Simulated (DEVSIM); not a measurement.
Structure: Si p-n junction from an implanted or diffused profile, at 300 K.

```
layer (left to right)  material  thickness (μm)  Nd (cm⁻³)   τn (s)   τp (s)
---------------------  --------  --------------  ---------  -------  -------
1                            Si            4.70     6.6e15  0.00094  0.00094
```

Added acceptor profile: 3.3e18 cm⁻³ × exp(−(x − 0.022 μm)²/(2·(0.19 μm)²)). Left contact: ohmic. Right contact: ohmic. Voltage is applied to the left contact. Recombination: SRH at mid-gap. Mobility is μmin + (μ − μmin)/(1 + (N/Nref)^α).

The device is made up for the run: typed textbook-type constants, with dimensions and the other settings drawn at random. Values at 300 K.

| parameter | Si |
|---|---|
| gap (eV) | 1.124 |
| affinity (eV) | 4.05 |
| permittivity | 11.7 |
| Nc (cm⁻³) | 2.86e19 |
| Nv (cm⁻³) | 3.1e19 |
| μn (cm²/Vs) | 1417 |
| μp (cm²/Vs) | 470 |
| μn,min | 52 |
| μp,min | 45 |
| Nref,n | 9.7e16 |
| Nref,p | 2.2e17 |
| αn | 0.68 |
| αp | 0.72 |

DEVSIM, 1D drift-diffusion, Boltzmann statistics, complete ionisation; no tunnelling, impact ionisation, image-force lowering or self-heating.

The peak of the profile was swept, all else fixed.

| peak of the profile (cm^-3) | potential step across the device at zero bias (V) | dark forward voltage at 1 A/cm² (V) | dark forward voltage at 100 A/cm² (V) |
|---|---|---|---|
| 3.3e17 | 0.789 | 0.593 | 0.730 |
| 6.6e17 | 0.808 | 0.598 | 0.736 |
| 1.6e18 | 0.831 | 0.600 | 0.740 |
| 3.3e18 | 0.849 | 0.601 | 0.741 |
| 6.6e18 | 0.867 | 0.601 | 0.742 |

From the first row to the last the potential step across the device at zero bias goes from 0.789 to 0.867. From the first row to the last the dark forward voltage at 1 A/cm² goes from 0.593 to 0.601.
